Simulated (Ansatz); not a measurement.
The parent structure is ZrSi₂ (space group Cmcm, No. 63; a = 3.675 Å, b = 14.567 Å, c = 3.656 Å).

All numbers come from PBEsol (Ansatz, an electronic-structure program, PAW, scalar-relativistic without spin-orbit coupling).

One change was made to it. Results:

```json
[
 {"quantity": "density", "base": "5.00 g/cm³", "after": "5.49 g/cm³"},
 {"quantity": "shortest interatomic distance", "base": "2.412 Å", "after": "2.381 Å"},
 {"quantity": "band gap", "base": "zero", "after": "zero"}
]
```

Q: What was done to the base?
(A) pressure 4.5 GPa
(B) pressure 15 GPa
(C) pressure 0.9 GPa

A: B, pressure 15 GPa. For comparison, the density in the other runs: pressure 4.5 GPa gives 5.16 g/cm³; pressure 0.9 GPa gives 5.04 g/cm³.

Load acts through the strain it causes; cell and atoms are relaxed under it. No phonon test of stability was made. No other phases were tried under pressure. The final runs are not spin-polarised.
